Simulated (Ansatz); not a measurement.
Consider CdTe in the zinc blende structure (space group F-43m, No. 216).

Space group F-43m (No. 216); a = 6.490 Å, b = 6.490 Å, c = 6.490 Å, α = 90.00°, β = 90.00°, γ = 90.00°

```tsv
atom	site	symmetry	x	y	z
Te	4c	-43m	0.2500	0.2500	0.2500
Cd	4a	-43m	0.0000	0.0000	0.0000
```
(The calculation used a cell of 2 atoms; values per cell refer to that cell.)

The values are results of PBEsol, PAW, 420 eV (Ansatz, a program for electronic structure; no SOC), earlier PAW set, not measurements.

Base values:

```
Property                                             Value
-----------------------------  ---------------------------
Hole mass                      0.055, 0.51, 0.51 mₑ (at Γ)
Lattice parameter a                                6.490 Å
Width of the top valence band                      2.21 eV
```

It is then changed as follows: Be takes the place of Cd on all its sites, then cell and atoms are relaxed.

**Question.** Predict the new hole mass.

**Answer.** The hole mass (degenerate bands, along [100]) changes from 0.055, 0.51, 0.51 mₑ (at Γ) to 0.20, 0.33, 0.33 mₑ (at Γ).

**Question.** What does the calculation give for the lattice parameter a after the change?

**Answer.** The lattice parameter a decreases by 0.885 Å to 5.605 Å.

**Question.** What happens to the width of the top valence band?

**Answer.** The width of the top valence band grows by 1.09 eV to 3.30 eV.

With Te present, leaving out spin-orbit coupling can change the band edges. The levels and masses belong to the bands next to the band gap. Effective masses come from finite differences of ±0.01 Å⁻¹. Stability against distortions was not tested.
